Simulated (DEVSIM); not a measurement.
System: abrupt In0.53Ga0.47As n-p junction, at 300 K.

```csv
layer (left to right),material,thickness (μm),Nd (cm⁻³),Na (cm⁻³),τn (s),τp (s)
1,In0.53Ga0.47As,0.120,1.1e16,-,9e-10,9e-10
2,In0.53Ga0.47As,1.10,-,1.7e17,9e-10,9e-10
```

Left contact: ohmic. Right contact: ohmic. Voltage is applied to the left contact. Recombination: SRH at mid-gap, radiative, Auger. Mobility is constant in doping.

This is a model device: material constants are rounded textbook-type values typed into the input, and sizes, dopings and lifetimes were drawn at random. Values at 300 K.

| parameter | In0.53Ga0.47As |
|---|---|
| gap (eV) | 0.74 |
| affinity (eV) | 4.51 |
| permittivity | 13.9 |
| Nc (cm⁻³) | 2.1e17 |
| Nv (cm⁻³) | 7.7e18 |
| μn (cm²/Vs) | 12000 |
| μp (cm²/Vs) | 300 |
| B (cm³/s) | 9.6e-11 |
| Cn (cm⁶/s) | 5e-29 |
| Cp (cm⁶/s) | 5e-29 |

Simulated with DEVSIM: 1D drift-diffusion, Boltzmann statistics, complete ionisation; no tunnelling, impact ionisation, image-force lowering or self-heating.

Give the dark forward current.


(V (V), J (A/cm²)): (-0.05, -0.00075); (-0.10, -0.0044); (-0.15, -0.024); (-0.20, -0.13); (-0.25, -0.74); (-0.30, -4.1); (-0.35, -21); (-0.40, -100); (-0.45, -420); (-0.50, -1400); (-0.55, -3800)
